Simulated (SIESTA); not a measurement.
A user runs SIESTA on YW3O8 (P2/c, 24 atoms in the cell) and asks whether the run is sound. The aim is a self-consistent single point with DFT, GGA PBEsol, numerical atomic orbitals DZP, PseudoDojo PBEsol standard norm-conserving potentials (rewritten from UPF to PSML).

Cell that was meant: a = 5.4469 Å, b = 5.8563 Å, c = 10.9711 Å, α = 90.00°, β = 117.30°, γ = 90.00°.

Part of the input:

```
PAO.BasisSize                DZP
PAO.EnergyShift              0.005 Ry
MeshCutoff                   350 Ry
OccupationFunction           FD
ElectronicTemperature        50.0 meV
Spin                         polarized
%block DM.InitSpin
```

Output, abridged:

```
reinit: Reading from file input.fdf

reinit: System Name: YW3O8
reinit: System Label: YW3O8

NOTE on units for spin output:
   [... lines left out ...]
Gamma-point calculation with interaction between periodic images
Some features might not work optimally:
Some features might not work optimally:
e.g. DM initialization from atomic data
e.g. DM initialization from atomic data
new_DM -- step:     1
Initializing Density Matrix...

Attempting to read DM from file... Failed...
DM filled with atomic data (user-defined):

InitMesh: MESH = 60 x 72 x 120 = 518400
InitMesh: Mesh cutoff (required, used) =   350.000   417.759 Ry

stepf: Fermi-Dirac step function
        iscf     Eharris(eV)        E_KS(eV)     FreeEng(eV)     dDmax    Ef(eV) dHmax(eV)
   scf:    1   -21482.812253   -21687.852460   -21688.010706  0.827700 -2.166721 17.360410
     spin moment: {S} , |S| = {        0.0        0.0    5.85303 }     5.85303
   scf:    2   -21788.694267   -21743.038827   -21743.185529  0.172427 -2.814243 11.036418
     spin moment: {S} , |S| = {        0.0        0.0    7.03626 }     7.03626
   scf:    3   -21791.559688   -21778.232981   -21778.403180  0.139499 -4.001615  1.924017
   [... lines left out ...]
     spin moment: {S} , |S| = {        0.0        0.0    9.94010 }     9.94010
   scf:   22   -21779.298149   -21779.298138   -21779.318313  0.000017 -4.300503  0.000357
     spin moment: {S} , |S| = {        0.0        0.0    9.94018 }     9.94018
   scf:   23   -21779.298155   -21779.298147   -21779.318313  0.000016 -4.300498  0.000192
     spin moment: {S} , |S| = {        0.0        0.0    9.94024 }     9.94024
   scf:   24   -21779.298140   -21779.298143   -21779.318313  0.000003 -4.300497  0.000135
     spin moment: {S} , |S| = {        0.0        0.0    9.94022 }     9.94022
SCF Convergence by DM+H criterion
max |DM_out - DM_in|         :     0.0000025870
max |H_out - H_in|      (eV) :     0.0001353194
SCF cycle converged after 24 iterations

Using DM_out to compute the final energy and forces

siesta: E_KS(eV) =           -21779.2981

siesta: E_KS - E_eggbox =    -21779.2981

siesta: Atomic forces (eV/Ang):
     1    0.000000   -1.076070    0.000008
     2   -0.000000    1.076070   -0.000008
     3    0.000001    0.679662    0.000009
   [... 21 lines left out ...]
   Tot   -0.000000   -0.000000    0.000000
   Max    1.483346
   Res    0.695229    sqrt( Sum f_i^2 / 3N )
   Max    1.483346    constrained

Stress tensor Voigt[x,y,z,yz,xz,xy] (kbar):      123.45       87.43      139.93       -0.00       23.11       -0.00
   [... lines left out ...]
siesta: FreeEng =    -21779.318313
siesta: Cell volume =        310.969840 Ang**3
siesta:        -116.93440754       -153.34554737  kBar
   [... lines left out ...]
   [... 29 lines left out ...]

mulliken: Qtot =       96.030

Mulliken Atomic Populations:
Atom #   charge [q] valence [e]      Sz [e]  Species
     1     1.246096    9.753904   -0.006315  Y
     2     1.246096    9.753904   -0.006315  Y
     3     1.598808   12.401192    1.340522  W
   [... 21 lines left out ...]
 Total     0.000000                9.940222
```

Is this run sound? If not, what is wrong?

The run is not sound. The fault is a single k-point for a small cell. The zone centre alone samples the bands of a small cell poorly; it suits large supercells. To fix it, use a k-point mesh or a larger supercell. The run converged in 24 iterations without an error; against the sound input the free energy rises by 66.1 meV/atom, the pressure goes from -14.06 to -11.69 GPa, the largest force goes from 1.644 to 2.061 eV/Å and the size of the net moment goes from 0.26 to 0.41 μB/atom.

An input that runs soundly differs in these lines (not the only fix; some lines may just follow from the change or write a value another way):
```diff
+%block kgrid.MonkhorstPack
+    3   0   0  0.0
+    0   3   0  0.0
+    0   0   2  0.0
+%endblock kgrid.MonkhorstPack
```

With that input, the run converged in 41 iterations: free energy E − TS -21780.9050 eV; Fermi level (on the code's own zero) -4.24 eV; pressure -14.06 GPa; largest force (vector length) 1.644 eV/Å; size of the cell's spin moment 6.28 μB (DFT, GGA PBEsol, numerical atomic orbitals DZP, PseudoDojo PBEsol standard norm-conserving potentials (rewritten from UPF to PSML)).

On the sound input: the starting cell comes from a database of computed structures (which also holds hypothetical and non-ambient phases and stackings), without a prior relaxation at this level. The magnetic order is the one reached from the typed start; others were not searched systematically. Values carry the incompleteness of an atom-centred basis. With a pressure of about -14 GPa the cell is away from its equilibrium volume at this level. Forces in this geometry exceed 1 eV/Å. Without a gap this mesh is coarse (it stands for a supercell whose shortest vector is 16 Å).
